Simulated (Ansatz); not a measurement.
## CdGaNO (model structure, started from the AlSiCN type, P3m1, No. 156, 4 atoms in the cell)

Computed with PBEsol+SOC in Ansatz (plane waves, PAW).

Settings: plane-wave cutoff 520 eV, 18×18×10 k mesh (along the axes of the cell as run), Fermi–Dirac smearing 0.05 eV, PAW data made under PBE.

Cell (relaxed with PBEsol):

```yaml
crystal:
  lattice:
    - [3.28114, 0.00000, 0.00000]
    - [-1.64057, 2.84155, 0.00000]
    - [0.00000, 0.00000, 5.68347]
  atoms:
    - { symbol: Ga, position: [0.33333, 0.66667, 0.50212] }
    - { symbol: Cd, position: [0.66667, 0.33333, 0.97976] }
    - { symbol: O, position: [0.33333, 0.66667, 0.17085] }
    - { symbol: N, position: [0.66667, 0.33333, 0.59726] }
```

```yaml
band_gap: 0.51 eV (on the SCF k mesh)
```

Note: the relaxation could raise the start's symmetry but not lower it, so the cell can be a saddle point.

Static lattice: no zero-point or thermal effects.

A model structure was made by putting elements into a prototype or built by hand; it is no filed structure, need not be a known phase, and can be a saddle point held by its symmetry.

Ansatz is an electronic-structure program.
